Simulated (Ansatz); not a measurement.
**AlB2-type HfB₂**

Computed with r²SCAN-D4 (Ansatz, a quantum-chemistry and plane-wave program, plane waves, PAW).

Run with plane-wave cutoff 560 eV, 24×24×16 k mesh (along the axes of the cell as run), Fermi–Dirac smearing 0.05 eV, scalar-relativistic PAW data made under PBE.

Cell (relaxed at this level):

```xyz
3
Lattice="1.5653 -2.7111 0.0000 1.5653 2.7111 0.0000 0.0000 0.0000 3.4635" Properties=species:S:1:pos:R:3 pbc="T T T"
Hf     0.0000     0.0000     0.0000
B      1.5653     0.9037     1.7318
B      1.5653    -0.9037     1.7318
```

```yaml
bulk_modulus: 259 GPa
band_gap: zero (no gap)
pressure derivative B′ of the bulk modulus: 3.9
```

Measured, for comparison: bulk modulus 282 GPa (room temperature, not corrected to a static lattice, hydrostatic curve from radial diffraction; as tabulated in Experimental and computational studies of compression and deformation behavior …). Computed (rounded) less measured: bulk modulus -8 %.

Note: the bulk modulus comes from volumes at which shape and atoms were relaxed.

Spin–orbit coupling is not included.

Computed values are for the static lattice.

Cost on a shared machine: roughly 9 core-minutes.
